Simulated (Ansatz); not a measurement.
For TcAgO4 (I4₁/a, No. 88; start COD 2013356), LDA in Ansatz (plane waves, PAW) gives:

```
Quantity                           Value
------------------------------  --------
equilibrium lattice constant a   5.146 Å
c axis length                   11.083 Å
```

Question: What does r²SCAN+rVV10 in Ansatz (plane waves, PAW) give for the same quantities?

Answer: 
- lattice constant a: 5.232 Å (rises by 1.7 %)
- lattice parameter c: 11.502 Å (grows by 3.8 %)

Changes are worked out from the printed values.

Unless a cell is named, each level is at its own relaxed cell (LDA 12.23, r²SCAN+rVV10 13.12 Å³/atom).

Caveats: the relaxation could not lower the start's symmetry, so the cell can be a saddle point above a distorted one (LDA, r²SCAN+rVV10). Ansatz's density-functional and Hartree–Fock values are scalar-relativistic unless marked +SOC, with PAW data made under PBE.

Ansatz is a first-principles code.
